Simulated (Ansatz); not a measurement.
A self-consistent single point of TiGa3 (I4mm, 4 atoms in the cell) with Ansatz (an electronic-structure program).

Method of the run: LDA (PW92), default PAW files made with PBE (plane waves; Ansatz).

The change in words: lattice scaled by 0.98; basis.ecutwfc: 420 eV → 565 eV. Reference geometry:
```
TiGa3
1.0
   -1.87479     1.87479     4.35533
    1.87479    -1.87479     4.35533
    1.87479     1.87479    -4.35533
Ti Ga
1 3
Cartesian
  0.00000   0.00000   0.05000
  0.00000   1.87479   2.17767
  1.87479   0.00000   2.17767
  0.00000   0.00000   4.35533
```

Reference input (self-consistent single point, DFT, LDA (PW92), plane waves, default PAW files made with PBE): basis.ecutwfc = 420 eV; kpoints.mp_grid.grid = 7 7 7; hamiltonian.xc = lda; hamiltonian.pseudopotentials = {kind: paw} (the program's default PAW files); scf.occupations.method = gaussian; scf.occupations.width = 0.1 eV. This run's input differs from it in these lines:

Ansatz 0.2 input:
```diff
@@ -2,5 +2,5 @@
   lattice:
-    - [-1.874789, 1.874789, 4.355330]
-    - [1.874789, -1.874789, 4.355330]
-    - [1.874789, 1.874789, -4.355330]
+    - [-1.837293, 1.837293, 4.268223]
+    - [1.837293, -1.837293, 4.268223]
+    - [1.837293, 1.837293, -4.268223]
   atoms:
@@ -11,3 +11,3 @@
 basis:
-  ecutwfc: 420.0
+  ecutwfc: 565.0
 kpoints:
```

Output, abridged:

```
SCF iter   1: F=—  HF=-13573.029685 eV  |F-HF|=—  |Δ(HF+E_count)|=         —  Δρ=8.44e-3  dr2=3.05e-2  ethr=1.77e-3  ⟨swp⟩=5.4  Hψ=5338  notcnv=0
all-band conjugate gradients solve this SCF's bands
preconditioner: auto → Kerker (q_TF=auto, 2.673 Å⁻¹)
SCF iter   2: F=—  HF=-13573.024217 eV  |F-HF|=—  |Δ(HF+E_count)|=   5.47e-3  Δρ=3.85e-3  dr2=8.22e-3  ethr=5.98e-5  ⟨swp⟩=2.9  Hψ=2499  notcnv=0  defer=29
   [... lines left out ...]
SCF iter   5: F=—  HF=-13573.022698 eV  |F-HF|=—  |Δ(HF+E_count)|=   3.26e-5  Δρ=9.29e-5  dr2=8.70e-6  ethr=2.67e-7  ⟨swp⟩=2.8  Hψ=2144  notcnv=0  defer=29
SCF iter   6: F=—  HF=-13573.022695 eV  |F-HF|=—  |Δ(HF+E_count)|=   3.32e-6  Δρ=2.23e-5  dr2=2.75e-7  ethr=1.71e-8  ⟨swp⟩=2.2  Hψ=1891  notcnv=0  defer=29
SCF iter   7: F=—  HF=-13573.022695 eV  |F-HF|=—  |Δ(HF+E_count)|=   1.40e-8  Δρ=1.11e-5  dr2=7.14e-8  ethr=1.96e-10  ⟨swp⟩=8.4  Hψ=5869  notcnv=0
SCF iter   8: F=-13573.022695 eV  HF=-13573.022695 eV  |F-HF|=9.84e-9  |Δ(HF+E_count)|=   6.83e-8  Δρ=4.59e-6  dr2=1.26e-8  ethr=1.40e-10  ⟨swp⟩=4.9  Hψ=4634  notcnv=0
SCF 1 converged in 8 iterations: F = -13573.022695 eV  dr2 = 1.26e-8
Free energy (F): -13573.022695 eV
Internal energy: -13573.017572 eV  (E = F + TS)
E sigma→0 (E₀):  -13573.020133 eV
Entropy (-TS):   -0.005123 eV (-1.281 meV/atom)
Fermi energy:    13.860962 eV
--- Forces (eV/Å), atoms counted from 1 ---
  atom   1  Ti    -0.00000000     0.00000000    -0.34048913
  atom   2  Ga     0.00000000     0.00000000     0.20679791
  atom   3  Ga    -0.00000000     0.00000000     0.20679791
  atom   4  Ga    -0.00000000     0.00000000    -0.07310340
--- Stress (GPa, compression-positive) ---
        2.750222       0.000000      -0.000000
        0.000000       2.750222       0.000000
       -0.000000       0.000000       3.024319
  P = ⅓ Tr σ = 2.8416 GPa (28.416 kbar)
  The stress holds the Pulay correction. Without it, at fixed plane waves, as pw.x and ABINIT print it: P = 2.8314 GPa
```

The run converged in 8 iterations. Against the reference run the free energy goes down by 6.0 meV/atom, the pressure goes from -4.31 to 2.84 GPa and the largest force goes from 0.265 to 0.340 eV/Å.

The starting cell comes from a database of computed structures (which also holds hypothetical and non-ambient phases and stackings), without a prior relaxation at this level. Its lattice was rescaled by up to half a per cent. One atom was moved a little off its site on purpose. For this run, on top of that: lattice scaled by 0.98. Spin polarisation is off. Ansatz's pressure includes its estimate of the finite-basis (Pulay) stress.
